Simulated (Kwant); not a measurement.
Model system: circular cavity between two wires in a In0.53Ga0.47As two-dimensional gas. Effective mass 0.041 mₑ, grid spacing 12 nm, hard walls, nominal width 150 nm (13 grid rows, so walls 168 nm apart), one parabolic valley, scattering region 1200 nm long along x; energies count from the band bottom; Fermi energy swept from 0.0003261 to 0.0048914 eV. Cavity of radius 270 nm, straight part 0 nm, centre moved sideways by 110 nm.

The device is made up for the run: typed textbook-type constants, with dimensions and the other settings drawn at random.

Model: effective-mass tight-binding model on a square grid, one spin, coherent transport at 0 K (Kwant). Conductance is in e²/h.

Question: How many channels do the leads carry at E = 1.86, 2.09, 2.51 meV?

Answer: The hard-wall thresholds are n² ħ²π²/(2mW²) = n² × 0.325 meV with W = 168 nm. √(1.86/0.325) = 2.39, so 2. √(2.09/0.325) = 2.54, so 2. √(2.51/0.325) = 2.78, so 2.
